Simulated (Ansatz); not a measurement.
The starting structures come from a database of crystals and need not be the phases stable at ambient conditions.

 Where the default PAW files enter, the runs use the earlier of Ansatz's two default sets.

By LDA, the system below comes out a metal.

Data:

```
CELL_PARAMETERS angstrom
      2.95168     0.00000     0.00000
      0.00000     5.89819     0.00000
      1.47584     0.00000     2.55623
ATOMIC_POSITIONS crystal
  Nb 0.00000 0.50000 0.00000
  Nb 0.00000 0.00000 0.00000
  N  0.66667 0.75000 0.66667
  N  0.33333 0.25000 0.33333
```

Space group of this cell: P6_3/mmc, NiAs type. The cell is taken as given; by LDA its mean pressure is -19.1 GPa.

The current flows along the normal of the first two printed cell vectors, the (100) plane of the conventional cell. No spin-orbit coupling; the value is a mean over 0.1 eV about the Fermi level.

Q: Compute, with LDA run with Ansatz (a first-principles code), the ballistic conductance per area.

A: 0.52 × 10¹⁵ S/m² for both spins.
